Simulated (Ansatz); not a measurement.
Results of PBEsol (plane waves, PAW; Ansatz, a first-principles code) for Re (P6₃/mmc, No. 194, 4 atoms in the cell; start mp-1186901).

Run with plane-wave cutoff 520 eV, 24×24×6 k mesh (along the axes of the cell as run), Fermi–Dirac smearing 0.05 eV, no spin polarisation, scalar-relativistic PAW data made under PBE.

Cell (relaxed at this level):

Space group P6₃/mmc (No. 194); a = b = 2.753 Å, c = 8.867 Å, α = β = 90.00°, γ = 120.00°

```tsv
atom	site	symmetry	x	y	z
Re	2a	-3m.	0.0000	0.0000	0.0000
Re	2c	-6m2	0.3333	0.6667	0.2500
```

Predict the bulk modulus.


- bulk modulus = 392 GPa

Note: the run has no spin polarisation, so it can have missed a magnetic state; the bulk modulus is −V dP/dV from two relaxed cells at ±2 % in volume; the relaxation could not lower the start's symmetry, so the cell can be a saddle point above a distorted one.

Spin–orbit coupling is not included.

Static lattice: no zero-point or thermal effects.

The result took around 110 core-seconds (rough).

A start named mp-… is a Materials Project structure, which need not be a measured phase.
